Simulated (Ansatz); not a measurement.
Cl on the 1x1 (111) surface of fcc Al, one in a 2x2 cell: adsorption energies (eV for each) against ½ Cl2(g) in Ansatz (plane waves, PAW). Structures relaxed with PBE; the other functionals are single points on them, with slab and gas at the same level. No dispersion, zero-point or thermal terms. Rows are starts at which the adsorbate stayed.

Slab: 17 atoms, 7.0 Å thick at the start under the adsorbate (thin: gaps and levels are the slab's own); k 6x6x1, smearing 0.1 eV, dipole-corrected; 8 atoms held, the rest relaxed; each run with such symmetry as its start has; no spin, no spin-orbit, no U, no dispersion correction.

```csv
site,PBE,RPBE,r2SCAN
top Al,-2.04,-1.94,[?]
hollow Al-Al-Al over Al at depth 2.3 Å,-1.81,-1.67,[?]
hollow Al-Al-Al over Al at depth 4.6 Å,-1.84,-1.70,[?]
bridge Al-Al (span 2.9 Å),-1.92,-1.78,[?]
```

Some entries are withheld; supply them.


- top Al, r2SCAN: -2.23
- hollow Al-Al-Al over Al at depth 2.3 Å, r2SCAN: -1.93
- hollow Al-Al-Al over Al at depth 4.6 Å, r2SCAN: -1.98
- bridge Al-Al (span 2.9 Å), r2SCAN: -2.07

RPBE moves the energies by 0.13 eV on average against PBE and puts 'top Al' lowest, as PBE does. r2SCAN moves the energies by -0.15 eV on average against PBE and puts 'top Al' lowest, as PBE does.

Ansatz is a first-principles code.
